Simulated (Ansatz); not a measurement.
Co3PtC (model structure, started from the Mn3GaN type, Pm-3m, No. 221, 5 atoms in the cell), treated with LDA in Ansatz (plane waves, PAW).

Run with plane-wave cutoff 520 eV, 14×14×14 k mesh, Fermi–Dirac smearing 0.05 eV, spin-polarised with parallel moments, scalar-relativistic PAW data made under PBE.

Cell (relaxed at this level):

```
Co3PtC
1.0
    3.70700     0.00000     0.00000
    0.00000     3.70700     0.00000
    0.00000     0.00000     3.70700
Co Pt C
3 1 1
Direct
  0.50000   0.50000   0.00000
  0.00000   0.50000   0.50000
  0.50000   0.00000   0.50000
  0.00000   0.00000   0.00000
  0.50000   0.50000   0.50000
```
Starting moments (μB, in the order of the record's atoms Co Co Co Pt C): 3.0 3.0 3.0 0.0 0.0.

### Question
What does this level give for the bulk modulus?

### Answer

- bulk modulus = 281 GPa

The run finds no gap.

Note: the magnetic order was assumed, not searched for or taken from measurement; the bulk modulus is −V dP/dV from two relaxed cells at ±2 % in volume; the moments ended far under their starting size, a low-moment state that need not be the lowest; the relaxation could raise the start's symmetry but not lower it, so the cell can be a saddle point.

Spin–orbit coupling is not included; it can open a gap where bands touch, and shift volumes and moduli.

Static lattice: no zero-point or thermal effects.

The result took around 4 core-minutes (rough).

A model structure was made by putting elements into a prototype or built by hand; it is no filed structure, need not be a known phase, and can be a saddle point held by its symmetry.

Ansatz is a program for electronic structure.
